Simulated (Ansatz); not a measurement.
A computed series for InSb: pressure series

Take InSb in the zinc blende structure (space group F-43m, No. 216) as the base.

```xyz
2
Lattice="0.0000 3.2780 3.2780 3.2780 0.0000 3.2780 3.2780 3.2780 0.0000" Properties=species:S:1:pos:R:3 pbc="T T T"
Sb     4.9169     4.9169     4.9169
In     0.0000     0.0000     0.0000
```

Cell and atoms are relaxed at each pressure.

Calculations: r2SCAN (Ansatz, a quantum-chemistry and plane-wave program, PAW, no spin-orbit coupling).

Notes on the quantities. enthalpy: H = E + PV relative to the base's energy.

```json
[
 {"variant": "base", "enthalpy": "–", "density": "5.58 g/cm³"},
 {"variant": "pressure −2 GPa", "enthalpy": "-0.45 eV/atom", "density": "5.29 g/cm³"},
 {"variant": "pressure −1 GPa", "enthalpy": "-0.22 eV/atom", "density": "?"},
 {"variant": "pressure 0.7 GPa", "enthalpy": "+0.15 eV/atom", "density": "5.66 g/cm³"},
 {"variant": "pressure 1.5 GPa", "enthalpy": "+0.32 eV/atom", "density": "5.76 g/cm³"},
 {"variant": "pressure 3 GPa", "enthalpy": "+0.64 eV/atom", "density": "5.92 g/cm³"},
 {"variant": "pressure 5 GPa", "enthalpy": "+1.05 eV/atom", "density": "6.11 g/cm³"},
 {"variant": "pressure 7.5 GPa", "enthalpy": "+1.54 eV/atom", "density": "6.33 g/cm³"},
 {"variant": "pressure 10 GPa", "enthalpy": "+2.02 eV/atom", "density": "6.53 g/cm³"}
]
```

### Question
Complete the table.

### Answer

- pressure −1 GPa, density: 5.44 g/cm³

Load acts through the strain it causes; cell and atoms are relaxed under it. No phonon test of stability was made. Tetrahedral semiconductors of this kind turn to denser phases somewhere between about 1 and 50 GPa; those were not computed, so compressed cells here can lie past the real transition. All final runs are without spin polarisation.
